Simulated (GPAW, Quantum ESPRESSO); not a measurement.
A Quantum ESPRESSO input for a self-consistent single point of TaGaNi6 (P4/mmm, 8 atoms in the cell) (DFT, LDA (PZ), plane waves, GBRV 1.5 ultrasoft (LDA) pseudopotentials):

```fortran
&CONTROL
  calculation = 'scf'
  prefix = 'tagani6'
  outdir = './work'
  pseudo_dir = './'
  tprnfor = .true.
  tstress = .true.
/
&SYSTEM
  ibrav = 0
  nat = 8
  ntyp = 3
  ecutwfc = 50
  ecutrho = 400
  occupations = 'smearing'
  smearing = 'gauss'
  degauss = 0.0099958
/
&ELECTRONS
  conv_thr = 1e-10
  mixing_beta = 0.7
/
ATOMIC_SPECIES
Ta   180.9479  ta_lda_v1.uspp.F.UPF
Ga    69.7230  ga_lda_v1.4.uspp.F.UPF
Ni    58.6934  ni_lda_v1.4.uspp.F.UPF
ATOMIC_POSITIONS {bohr}
Ta    0.00000000    0.00000000    6.85022508
Ga    0.00000000    0.00000000    0.00000000
Ni    3.45442125    3.45442125    0.00000000
Ni    3.45442125    3.45442125    6.85022508
Ni    3.45442125    0.00000000    3.38003806
Ni    3.45442125    0.00000000   10.32041210
Ni    0.00000000    3.45442125    3.38003806
Ni    0.00000000    3.45442125   10.32041210
K_POINTS {automatic}
6 6 3  0 0 0
CELL_PARAMETERS {angstrom}
   3.65600200     0.00000000     0.00000000
   0.00000000     3.65600200     0.00000000
   0.00000000     0.00000000     7.24996600
```

Q: Write the same calculation as an input for GPAW.

A: One input that does it (others would too):

```python
from ase import Atoms
from ase.units import GPa
from gpaw import GPAW

atoms = Atoms(['Ta', 'Ga', 'Ni', 'Ni', 'Ni', 'Ni', 'Ni', 'Ni'],
              cell=[[3.656002, 0.000000, 0.000000],
                    [0.000000, 3.656002, 0.000000],
                    [0.000000, 0.000000, 7.249966]],
              positions=[[0.000000, 0.000000, 3.624983],
                         [0.000000, 0.000000, 0.000000],
                         [1.828001, 1.828001, 0.000000],
                         [1.828001, 1.828001, 3.624983],
                         [1.828001, 0.000000, 1.788639],
                         [1.828001, 0.000000, 5.461327],
                         [0.000000, 1.828001, 1.788639],
                         [0.000000, 1.828001, 5.461327]],
              pbc=True)

calc = GPAW(mode={'name': 'pw', 'ecut': 800},
            xc='LDA',
            kpts={'size': (6, 6, 3), 'gamma': True},
            occupations={'name': 'methfessel-paxton', 'width': 0.136, 'order': 0},
            nbands=-16,
            convergence={'density': 1e-05},
            symmetry={'symmorphic': False, 'tolerance': 0.0005},
            maxiter=120,
            txt='-')

atoms.calc = calc

energy = atoms.get_potential_energy()
print('Energy (eV):', round(energy, 6))
forces = atoms.get_forces()
print('Forces (eV/Ang):')
print(forces.round(5))
stress = atoms.get_stress()
print('Stress (GPa, Voigt):', (stress / GPa).round(4))
```

Basis, cutoffs, solver keys and any potentials are the target program's own. This input uses DFT LDA (Perdew-Wang 92), plane waves, GPAW PAW datasets LDA (gpaw-data 1.0.1). LDA parametrisations can differ slightly between programs.

The starting cell comes from a database of computed structures (which also holds hypothetical and non-ambient phases and stackings), without a prior relaxation at this level. Its lattice was rescaled by a random factor within 2.5 % of one.
